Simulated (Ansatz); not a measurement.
Results of PBEsol (Ansatz, an electronic-structure program, PAW) for CsCl-type LiBr (model structure).

Settings: plane-wave cutoff 500 eV, 10×10×10 k mesh, gaussian smearing 0.02 eV, scalar-relativistic PAW data made under PBE.

Cell (relaxed at this level):

```cif
data_BrLi
_chemical_formula_sum 'Li1 Br1'
_space_group_name_H-M_alt 'P 1'
_space_group_IT_number 1
_cell_length_a 3.46385
_cell_length_b 3.46385
_cell_length_c 3.46385
_cell_angle_alpha 90.000
_cell_angle_beta 90.000
_cell_angle_gamma 90.000
loop_
_space_group_symop_operation_xyz
  'x, y, z'
loop_
_atom_site_label
_atom_site_type_symbol
_atom_site_fract_x
_atom_site_fract_y
_atom_site_fract_z
_atom_site_occupancy
Li1 Li 0.00000 0.00000 0.00000 1
Br1 Br 0.50000 0.50000 0.50000 1
```

Q: What does this level give for the band gap?

A: 
- band gap: 3.06 eV (on the SCF k mesh)

Note: the relaxation could raise the start's symmetry but not lower it, so the cell can be a saddle point.

Spin–orbit coupling is not included.

The computed numbers hold no vibrational or temperature effects.

It cost about 8 core-seconds (a rough figure) of CPU time.

A model structure was made by putting elements into a prototype or built by hand; it is no filed structure, need not be a known phase, and can be a saddle point held by its symmetry.
